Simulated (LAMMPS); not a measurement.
MD of CdTe (zinc blende) at zero pressure, 4096 atoms, as a crystal; each row is its own run.

Computed with classical MD, pair style sw, file CdTeZnSeHgS0.sw, run in LAMMPS.

| T (K) | volume (Å³/atom) |
|---|---|
| 200 | 34.122 |
| 300 | 34.190 |
| 610 | 34.386 |
| 810 | 34.522 |
| 1010 | 34.654 |
| 1220 | 34.804 |
| 1620 | 35.148 |

Fit a straight line, y = a + b x, to these rows (x is the first column, y the second) and predict the run at x = 1420.

Least squares gives a = 33.963 and b = 0.0007082. At x = 1420 the fit predicts 34.968 Å³/atom. The run itself gave 34.962 ± 0.002 Å³/atom, so the fit is 0.017 % high.
